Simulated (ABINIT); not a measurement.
Input and output of a self-consistent single point for K (Im-3m, 1 atom in the cell) (ABINIT).

Computed with PBEsol, norm-conserving pseudopotentials (PseudoDojo nc-sr-04 PBEsol standard) (plane waves; ABINIT 10.0.3).

```yaml
crystal:
  lattice:
    - [-2.69756, 2.69756, 2.69756]
    - [2.69756, -2.69756, 2.69756]
    - [2.69756, 2.69756, -2.69756]
  atoms:
    - { symbol: K, position: [0.00000, 0.00000, 0.00000] }
```

Reference input (self-consistent single point, DFT, PBEsol, plane waves, norm-conserving pseudopotentials (PseudoDojo nc-sr-04 PBEsol standard)): pseudos = [K.upf]; ecut = 37 Ha; ixc = -116133; occopt = 6; tsmear = 0.00999582 Ha; ngkpt = 6 6 6; nshiftk = 1; shiftk = 0 0 0; potentials = PseudoDojo nc-sr-04 PBEsol standard; nband = 10; kptopt = 1; nstep = 60. This run's input differs from it in these lines:

```diff
@@ -19,3 +19,3 @@
 kptopt 1
-ngkpt 6 6 6
+ngkpt 10 10 10
 nshiftk 1
```

Output, abridged:

```
--- !BeginCycle
solver: {iscf: 7, nstep: 60, nline: 4, wfoptalg: 0, }
tolerances: {tolvrs: 1.00E-10, }
...

     iter   Etot(hartree)      deltaE(h)  residm     vres2
 ETOT  1  -29.988665460301    -2.999E+01 4.222E-02 1.115E+00
 ETOT  2  -29.996451785584    -7.786E-03 7.106E-03 1.935E-01
 ETOT  3  -29.996472463328    -2.068E-05 1.400E-03 6.273E-03
 ETOT  4  -29.996473633352    -1.170E-06 1.055E-03 5.693E-05
 ETOT  5  -29.996473635801    -2.448E-09 2.965E-04 7.195E-06
 ETOT  6  -29.996473635957    -1.567E-10 2.679E-04 1.946E-07
 ETOT  7  -29.996473635959    -1.243E-12 9.101E-05 8.689E-09
 ETOT  8  -29.996473635961    -2.728E-12 1.275E-04 9.336E-10
 ETOT  9  -29.996473635957     4.412E-12 6.883E-05 5.851E-12
 At SCF step    9       vres2   =  5.85E-12 < tolvrs=  1.00E-10 =>converged.

 Cartesian components of stress tensor (hartree/bohr^3)
  sigma(1 1)=  1.06679274E-05  sigma(3 2)=  0.00000000E+00
  sigma(2 2)=  1.06679274E-05  sigma(3 1)=  0.00000000E+00
  sigma(3 3)=  1.06679274E-05  sigma(2 1)=  0.00000000E+00

 ----iterations are completed or convergence reached----

 reduced coordinates (array xred) for    1 atoms
       0.000000000000      0.000000000000      0.000000000000
 cartesian forces (eV/Angstrom) at end:
    1     -0.00000000000000    -0.00000000000000    -0.00000000000000
 frms,max,avg= 0.0000000E+00 0.0000000E+00   0.000E+00  0.000E+00  0.000E+00 e/A
 length scales=  8.829388153260  8.829388153260  8.829388153260 bohr
              =  4.672310976500  4.672310976500  4.672310976500 angstroms
   [... lines left out ...]
 Fermi (or HOMO) energy (eV) =   1.07091   Average Vxc (eV)=  -5.57786
   [... lines left out ...]
total_energy        : -2.99964736359569E+01
total_energy_eV     : -8.16245558554394E+02
band_energy         : -5.46496493951489E+00
...

-Cartesian components of stress tensor (GPa)         [Pressure= -3.1386E-01 GPa]
- sigma(1 1)=  3.13861207E-01  sigma(3 2)=  0.00000000E+00
- sigma(2 2)=  3.13861207E-01  sigma(3 1)=  0.00000000E+00
- sigma(3 3)=  3.13861207E-01  sigma(2 1)=  0.00000000E+00

 Calculation completed.
```

The run converged in 9 iterations. Against the reference run the free energy goes down by 9.0 meV/atom and the pressure hardly changes (-0.29 to -0.31 GPa).

The starting cell comes from a database of computed structures (which also holds hypothetical and non-ambient phases and stackings), without a prior relaxation at this level.

Cost on one core of a shared machine: roughly 60 s.
